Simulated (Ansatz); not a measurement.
Effort and miss along a sweep of basis.ecutwfc: LiMoP₂O₇ (P2_1, 22 atoms in the cell)

Cell: a = 4.8548 Å, b = 8.3172 Å, c = 6.9714 Å, α = 90.00°, β = 109.33°, γ = 90.00°.

Method: r2SCAN, default PAW files made with PBE (plane waves; Ansatz, a program for electronic structure).

Base settings: basis.ecutwfc = 500 eV; kpoints.mp_grid.grid = 5 3 4; hamiltonian.xc = r2scan; hamiltonian.pseudopotentials = {kind: paw} (the program's default PAW files); scf.occupations.method = cold; scf.occupations.width = 0.2 eV.

Misses are taken against the tightest run, 1000 eV, which need not be fully converged itself. The energy is the free energy per atom.

The count of work is k-points × plane waves × bands × iterations; it is no time, and leaves out set-up, grids and terms that scale otherwise. Core times come from one kind of shared machine and are given to one figure; runs under 30 s give none.

Ansatz's pressure holds its estimate of the finite-basis (Pulay) stress, which hides part of the cutoff error; the uncorrected pressure shows it.

The starting cell comes from a database of published, mostly measured structures (it also holds non-ambient and calculated ones), without a prior relaxation at this level. Its lattice was rescaled by a random factor within 2.5 % of one. Spin polarisation is off. In the base run, with a pressure of about 7 GPa the cell is away from its equilibrium volume at this level. In the base run, forces exceed 1 eV/Å. Ansatz's pressure includes its estimate of the finite-basis (Pulay) stress.

| basis.ecutwfc | energy less reference (meV/atom) | pressure less reference (GPa) | largest difference in the force on any atom (eV/Å) | uncorrected pressure less reference (GPa) | count of work / reference | core time / reference (rough) |
|---|---|---|---|---|---|---|
| 200 eV | 4581.96 | -5.34 | 1.239 | -199.92 | 0.094 | 0.1 |
| 250 eV | 1248.90 | 1.78 | 0.928 | -75.57 | 0.13 | 0.1 |
| 300 eV | 281.22 | 0.56 | 0.180 | -22.94 | 0.19 | 0.2 |
| 350 eV | 54.19 | 0.01 | 0.015 | -5.72 | 0.20 | 0.2 |
| 400 eV | 10.69 | 0.01 | 0.005 | -0.98 | 0.25 | 0.2 |
| 450 eV | 5.10 | 0.03 | 0.004 | -0.06 | 0.30 | 0.2 |
| 500 eV | 4.23 | 0.03 | 0.003 | -0.04 | 0.35 | 0.3 |
| 575 eV | 2.42 | 0.02 | 0.002 | -0.09 | 0.44 | 0.3 |
| 650 eV | 1.11 | 0.01 | 0.001 | -0.03 | 0.53 | 0.4 |
| 750 eV | 0.67 | 0.00 | 0.001 | 0.00 | 0.65 | 0.5 |
| 875 eV | 0.33 | 0.00 | 0.000 | -0.01 | 0.82 | 0.7 |
| 1000 eV | 0.00 | 0.00 | 0.000 | 0.00 | 1.0 | 1 |

Coarsest setting among those run that, with all tighter ones, holds the energy within 20 meV/atom of the reference: 400 eV, off by 11 meV/atom; it needs 0.25 of the reference's count of work and about 0.2 of the reference's time.

Coarsest setting among those run that, with all tighter ones, holds the energy within 1 meV/atom of the reference: 750 eV, off by 0.67 meV/atom; its saving against the reference is no more than about a factor of 2 in the count of work.

The step from 200 eV to 500 eV: it takes the miss in the energy from 4600 to 4.2 meV/atom, for 3.8 times the count of work and roughly 3 times the time.

Keys are those of Ansatz 0.2.
